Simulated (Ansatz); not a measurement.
Base system: ZrC in the rock salt structure (space group Fm-3m, No. 225; relaxed with 0.1 eV smearing).

```
CELL_PARAMETERS angstrom
      0.00000     2.33454     2.33454
      2.33454     0.00000     2.33454
      2.33454     2.33454     0.00000
ATOMIC_POSITIONS crystal
  Zr 0.00000 0.00000 0.00000
  C  0.50000 0.50000 0.50000
```

Cartesian axes are those of the cell as printed.

Computed with DFT with PBEsol, PAW potentials and a 420 eV plane-wave cutoff in Ansatz (a program for electronic structure), no SOC.

For the base:

```
Quantity                         Value
-----------------------------  -------
Band gap                          zero
Shortest interatomic distance  2.335 Å
```

Now apply this change: a pure shear with ε_xy = ε_yx = 0.0200, atoms relaxed at fixed cell.

Q: What happens to the stress, energy relative to the base, band gap and shortest interatomic distance?

A: The stress (xx, yy, zz, yz, xz, xy; compression positive) is (0.2, 0.2, -0.1, 0.0, 0.0, -6.2) GPa; the energy grows by 9.9 meV/atom; the band gap is still zero; the shortest interatomic distance is still 2.335 Å.

The cells carry an imposed strain or load. No phonon test of stability was made. All final runs are without spin polarisation.
